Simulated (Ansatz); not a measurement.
# YMn2 (Fd-3m, No. 227; cell taken from a computed entry)

The numbers are results of PBE (Ansatz, a quantum-chemistry and plane-wave program, PAW), not measurements.

Numerical settings: plane-wave cutoff 500 eV, 14×14×14 k mesh, Fermi–Dirac smearing 0.1 eV, spin-polarised start, scalar-relativistic PAW data made under PBE.

Cell (relaxed at this level):

Mn2Y is modelled in the cubic space group Fd-3m, origin choice 1 (No. 227), the cubic Laves (MgCu2 type) structure, Pearson symbol cF24. Cell: a = 7.234 Å, b = 7.234 Å, c = 7.234 Å, α = 90.00°, β = 90.00°, γ = 90.00°. Y on 8b sees 12 Mn at 2.999 Å and 4 Y at 3.132 Å. Mn on 16c has 6 Mn at 2.558 Å and 6 Y at 2.999 Å. (Neighbours: up to the widest gap in distance over summed covalent radii, below 1.35, at either atom.)
(The calculation used a cell of 6 atoms; values per cell refer to that cell.)

| Property | Result |
|---|---|
| band gap | zero (no gap) |

Note: the magnetic order was assumed, not searched for or taken from measurement; the relaxation could not lower the start's symmetry, so the cell can be a saddle point above a distorted one.

Spin–orbit coupling is not included.
